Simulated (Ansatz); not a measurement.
Defect migration in wurtzite CdSe: interstitial Li, charge state +1. All values below come from PBE, PAW (plane waves to 420 eV; Ansatz, a quantum-chemistry and plane-wave program).

72-site cell at the relaxed PBE lattice, one k-point at (0.125, 0.250, 0.250), smearing 0.01 eV, spin-restricted, no finite-size correction. Static, classical nuclei. The charge state is imposed; whether it is stable for some Fermi level was not computed. Sites that were not tried may lie lower.

Barriers: single points on a 2×2×2 k-point mesh shifted by half a step along c at the bands' geometries.

Relaxed starting cell (atoms counted from 1):

```
CELL_PARAMETERS angstrom
     13.14850     0.00000     0.00000
     -6.57425    11.38694     0.00000
      0.00000     0.00000    14.30922
ATOMIC_POSITIONS crystal
  Cd 0.22999 0.11286 0.24505
  Cd 0.22262 0.11026 0.75134
  Cd 0.22146 0.44218 0.24893
  Cd 0.22240 0.44416 0.75213
  Cd 0.22195 0.77624 0.24882
  Cd 0.22238 0.77612 0.75162
  Cd 0.55422 0.10795 0.24940
  Cd 0.55519 0.10973 0.74872
  Cd 0.55425 0.44439 0.24954
  Cd 0.55536 0.44329 0.74870
  Cd 0.55532 0.77638 0.24883
  Cd 0.55434 0.77611 0.75188
  Cd 0.88365 0.11332 0.24499
  Cd 0.88836 0.11013 0.75131
  Cd 0.89061 0.44431 0.24948
  Cd 0.88876 0.44340 0.74873
  Cd 0.88518 0.76892 0.24526
  Cd 0.88826 0.77588 0.75126
  Cd 0.11064 0.22275 0.00092
  Cd 0.11469 0.23130 0.50532
  Cd 0.11048 0.55624 0.99942
  Cd 0.11161 0.55689 0.50181
  Cd 0.11092 0.88965 0.99997
  Cd 0.11530 0.88604 0.50507
  Cd 0.44505 0.22363 0.99703
  Cd 0.44703 0.22479 0.49986
  Cd 0.44427 0.55623 0.99941
  Cd 0.44375 0.55685 0.50200
  Cd 0.44435 0.89020 0.99936
  Cd 0.44380 0.88911 0.50168
  Cd 0.77713 0.22359 0.99694
  Cd 0.77572 0.22517 0.50013
  Cd 0.77707 0.55564 0.99711
  Cd 0.77659 0.55491 0.49953
  Cd 0.77748 0.88975 0.00034
  Cd 0.76913 0.88626 0.50518
  Se 0.21693 0.10893 0.43637
  Se 0.22173 0.11140 0.93878
  Se 0.22302 0.44701 0.43706
  Se 0.22159 0.44423 0.93941
  Se 0.22291 0.77712 0.43696
  Se 0.22186 0.77818 0.93891
  Se 0.55450 0.11036 0.43719
  Se 0.55505 0.11118 0.93624
  Se 0.55484 0.44579 0.43719
  Se 0.55510 0.44510 0.93622
  Se 0.55297 0.77697 0.43695
  Se 0.55546 0.77827 0.93916
  Se 0.89077 0.10917 0.43649
  Se 0.88867 0.11137 0.93876
  Se 0.88983 0.44590 0.43719
  Se 0.88895 0.44513 0.93625
  Se 0.89156 0.78409 0.43638
  Se 0.88867 0.77841 0.93867
  Se 0.10945 0.21860 0.19000
  Se 0.11111 0.22199 0.69048
  Se 0.11134 0.55466 0.18741
  Se 0.11132 0.55496 0.68857
  Se 0.11007 0.88841 0.18902
  Se 0.11101 0.88802 0.69034
  Se 0.44838 0.22374 0.18560
  Se 0.44346 0.22112 0.68656
  Se 0.44357 0.55479 0.18740
  Se 0.44392 0.55498 0.68875
  Se 0.44396 0.88755 0.18734
  Se 0.44396 0.88765 0.68846
  Se 0.77541 0.22359 0.18554
  Se 0.77790 0.22114 0.68668
  Se 0.77529 0.55057 0.18565
  Se 0.77792 0.55561 0.68640
  Se 0.77908 0.88859 0.18940
  Se 0.77703 0.88789 0.69036
  Li 0.00039 0.00339 0.37774
```
Cell charge +1.

End state 1 differs by these moves (Å; atoms that move under 0.08 Å are left out):

```json
[
 {"atom": "1", "element": "Cd", "Δx": "-0.09", "Δy": "-0.03", "Δz": "0.08"},
 {"atom": "2", "element": "Cd", "Δx": "0.08", "Δy": "0.04", "Δz": "0.06"},
 {"atom": "13", "element": "Cd", "Δx": "0.09", "Δy": "-0.04", "Δz": "0.08"},
 {"atom": "14", "element": "Cd", "Δx": "-0.08", "Δy": "0.05", "Δz": "0.06"},
 {"atom": "17", "element": "Cd", "Δx": "0.00", "Δy": "0.09", "Δz": "0.08"},
 {"atom": "18", "element": "Cd", "Δx": "0.01", "Δy": "-0.08", "Δz": "0.06"},
 {"atom": "20", "element": "Cd", "Δx": "0.00", "Δy": "0.00", "Δz": "-0.14"},
 {"atom": "24", "element": "Cd", "Δx": "0.01", "Δy": "0.00", "Δz": "-0.15"},
 {"atom": "36", "element": "Cd", "Δx": "0.00", "Δy": "0.01", "Δz": "-0.15"},
 {"atom": "56", "element": "Se", "Δx": "0.00", "Δy": "-0.06", "Δz": "-0.06"},
 {"atom": "72", "element": "Se", "Δx": "0.06", "Δy": "0.04", "Δz": "-0.06"},
 {"atom": "73", "element": "Li", "Δx": "0.04", "Δy": "-0.07", "Δz": "3.57"}
]
```

Problem. What is the computed forward and backward barriers to end state 1 (PBE, PAW)?

Solution. forward 0.22 eV, backward 0.22 eV; at the saddle point atom 73 has neighbours 2 Cd at 2.80, Cd at 2.80; 2 Se at 2.57, Se at 2.59 Å. The saddle point's order was not checked, and it lies on a symmetry element of the cell, where a band can be held.

End state 2 differs by these moves (Å; atoms that move under 0.08 Å are left out):

| atom | element | Δx | Δy | Δz |
|---|---|---|---|---|
| 1 | Cd | -0.07 | -0.02 | 0.08 |
| 11 | Cd | -0.06 | -0.04 | -0.09 |
| 12 | Cd | -0.08 | -0.05 | 0.04 |
| 13 | Cd | 0.09 | 0.03 | -0.03 |
| 14 | Cd | 0.01 | 0.11 | 0.05 |
| 17 | Cd | 0.07 | 0.04 | -0.04 |
| 18 | Cd | 0.10 | -0.05 | 0.05 |
| 20 | Cd | -0.01 | -0.11 | -0.11 |
| 24 | Cd | -0.10 | 0.05 | -0.11 |
| 35 | Cd | 0.00 | 0.00 | -0.17 |
| 36 | Cd | 0.08 | 0.04 | 0.43 |
| 47 | Se | 0.14 | 0.08 | -0.01 |
| 49 | Se | -0.05 | -0.11 | 0.00 |
| 53 | Se | -0.11 | -0.01 | 0.00 |
| 71 | Se | -0.01 | -0.01 | -0.10 |
| 72 | Se | 0.01 | 0.00 | 0.33 |
| 73 | Li | -2.16 | -1.32 | -0.35 |

Problem. Estimate the forward and backward barriers to end state 2 that PBE, PAW returns for this input.

Solution. forward 0.22 eV, backward 0.057 eV; at the saddle point atom 73 has neighbours Cd at 2.69, Cd at 2.87, Cd at 2.88; Se at 2.45, Se at 2.50, Se at 2.51 Å. The saddle point's order was not checked, and it lies on a symmetry element of the cell, where a band can be held.
